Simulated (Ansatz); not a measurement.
Start from CaF₂ in the fluorite structure (space group Fm-3m, No. 225; a = 5.439 Å).

Levels (all Ansatz, an electronic-structure program, PAW): r2SCAN (500 eV, spin-orbit coupling left out); HSE06 (420 eV, no spin-orbit coupling).

The geometry is relaxed with r2SCAN.

```
Property          Result
---------------  -------
r2SCAN band gap  8.03 eV
```

Task: What does HSE06 give at this geometry for the band gap?

Result: The band gap rises by 1.42 eV, from 8.03 eV to 9.45 eV.

Single points use the geometry relaxed with r2SCAN. HSE06 gaps are upper bounds (no full band path). Stability against distortions was not tested.
